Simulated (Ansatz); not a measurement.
TiO2: biaxial strain +1.80 %, plane normal [001], relaxed out of plane

The reference is TiO₂ in the anatase structure (space group I4_1/amd, No. 141; a = 3.799 Å, c = 9.701 Å). Axes: x, y, z lie along a, b, c of the conventional cell.

The change: tensile biaxial strain of 1.80 % in the plane normal to [001], as in epitaxy on a mismatched substrate; the out-of-plane cell vector and the atoms relax.

Computed with PBE (Ansatz, a first-principles code; PAW; 420 eV plane waves; spin-orbit coupling left out). Γ-centred 12×12×12 mesh, Fermi–Dirac width 0.05 eV.

The volume per atom increases by 0.128 Å³ to 11.79 Å³ and the space group remains I4_1/amd (No. 141). The shortest interatomic distance increases by 0.0255 Å (1.946 Å → 1.971 Å) and the energy increases by 6.2 meV/atom. The band gap shrinks by 0.15 eV to 1.98 eV and the gap character stays indirect, Γ–X (87 % along) → Γ. The smallest direct gap decreases by 0.10 eV to 2.33 eV and the out-of-plane strain comes out as -2.45 %. The ratio −ε⊥/ε∥ comes out as 1.36 and the mean in-plane stress (compression positive) comes out as -4.8 GPa.

Final structure (turned so that z lies along the plane normal):

```xyz
6
Lattice="3.8672 0.0000 0.0000 0.0000 3.8672 0.0000 1.9336 -1.9336 4.7316" Properties=species:S:1:pos:R:3 pbc="T T T"
Ti     1.9336     0.0000     2.3658
Ti     0.0000     0.0000     0.0000
O      1.9336     0.0000     0.3840
O      1.9336     1.9336     2.7498
O      3.8672     0.0000     1.9818
O      1.9336     0.0000     4.3476
```

Cost of the whole job for the changed cell (relaxation, final SCF and bands): around 2.7 core-minutes (rough).

Whether these cells are dynamically stable was not tested. The final runs are not spin-polarised.
